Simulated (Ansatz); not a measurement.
# KBr: pressure −1 GPa

The parent structure is KBr in the rock salt structure (space group Fm-3m, No. 225; a = 6.5491 Å).

One thing is altered: a negative pressure, −1 GPa.

The values are results of PBEsol (Ansatz, a first-principles code, PAW, spin-orbit coupling left out), not measurements. Settings: 9×9×9 k-points, 0.05 eV Fermi–Dirac smearing.

```json
[
 {"quantity": "volume per atom", "base": "35.11 Å³", "changed": "38.00 Å³", "shift": "+2.89 Å³"},
 {"quantity": "density", "base": "2.81 g/cm³", "changed": "2.60 g/cm³", "shift": "-0.21 g/cm³"},
 {"quantity": "lattice parameter a", "base": "6.549 Å", "changed": "6.724 Å", "shift": "+0.175 Å"},
 {"quantity": "band gap", "base": "4.34 eV", "changed": "4.15 eV", "shift": "-0.19 eV"},
 {"quantity": "gap character", "base": "direct at Γ", "changed": "direct at Γ", "shift": "–"},
 {"quantity": "mean gap deformation potential ΔEg/Δln V", "base": "–", "changed": "-2.4 eV", "shift": "–"},
 {"quantity": "width of the top valence band", "base": "0.57 eV", "changed": "0.49 eV", "shift": "-0.08 eV"},
 {"quantity": "electron mass", "base": "0.37 mₑ (at Γ)", "changed": "0.38 mₑ (at Γ)", "shift": "–"}
]
```

Load acts through the strain it causes; cell and atoms are relaxed under it. Masses are band curvatures over ±0.01 Å⁻¹ around the edge. No phonon test of stability was made.
